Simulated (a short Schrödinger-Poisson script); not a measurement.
Structure: symmetric double-gate stack, SiO2 on p-type Si(100), at 77 K.

```tsv
layer	material	thickness (nm)	Na (cm⁻³)
1	SiO2	0.8	-
2	Si	10	1e18
3	SiO2	0.8	-
```

The device is made up for the run: typed textbook-type constants, with dimensions and the other settings drawn at random. SiO2: permittivity 3.9, conduction-band edge (eV) 3.15, gap (eV) 9, electron mass (mₑ) 0.5. Si: permittivity 11.7, conduction-band edge (eV) 0, gap (eV) 1.124, Nv at 300 K (cm⁻³) 3.1e19.

Channel valleys (confinement mass, in-plane density-of-states mass, number): Δ2 0.916, 0.19, 2; Δ4 0.19, 0.417, 4. At the gates, both at one voltage, the conduction-band edge of layer 1 lies 3.41 eV − eVg above the Fermi level of the channel. Gaps are held at their typed values at every temperature. Mesh 0.03 nm at interfaces.

From a short Schrödinger-Poisson script (our own, NumPy): 1D Poisson equation in equilibrium, electrons classical, Boltzmann, parabolic valleys, classical holes, full ionisation, no traps, pinning or gate leakage.

The same stack at other levels of the model or other numerical settings:

```tsv
run	sheet density of all electrons at Vg = 0.95 V (cm⁻²)	sheet density of all electrons at Vg = 0.35 V (cm⁻²)	capacitance of both gates at Vg = 0.95 V (μF/cm²)	rough cost against the base
base	3.35e13	2.95e12	8.39	about 1
electrons treated as classical, Fermi-Dirac	2.81e13	2.64e12	7.04	4
electrons treated as quantum, Hartree	2.14e13	1.42e12	5.79	30
mesh six times as coarse	3.19e13	2.85e12	7.95	about 1
```

The classical rows ignore confinement, and Boltzmann statistics overrate the density once the band edge passes the Fermi level.
